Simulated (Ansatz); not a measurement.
Defect migration in wurtzite GaN: Ge-vacancy pair (Ge on one host Ga site, one Ga site vacant), charge state -2. The step: a nearby Ga atom hops onto the vacant site (Ge-vacancy distance between ideal sites 3.21 Å throughout); the atom moves 3.15 Å along (-0.98, 0.00, 0.00) of the unit cell; the moving atom starts with neighbours N at 1.90, 2 N at 1.97, N at 1.99 Å and ends with N at 1.90, 2 N at 1.97, N at 1.99 Å. DFT values are from Ansatz (plane-wave PAW, 420 eV unless said) in a cell of 72 host sites, spin-restricted, static, with no finite-size correction. The charge state is imposed; whether it is stable for some Fermi level was not computed. Forms of the defect that were not tried may lie lower. The start lies 0.083 eV above the lowest site run (PBE). For the PBE band: the program found a first-order saddle point.

```tsv
Level	Forward barrier (eV)	Cost of the band or of the saddle's single point
CHGNet universal potential (has no charge state), its own band	1.53	-
PBE, one k-point at (0.125, 0.250, 0.250), band relaxed	2.18	roughly 50 core-minutes
PBE, a 2×2×2 k-point mesh shifted by half a step along c, same geometries	2.16	around 4 core-minutes (rough)
r2SCAN at 500 eV, one k-point at (0.125, 0.250, 0.250), same geometries	2.47	around 120 core-seconds (rough)
```

Ansatz is a first-principles code.
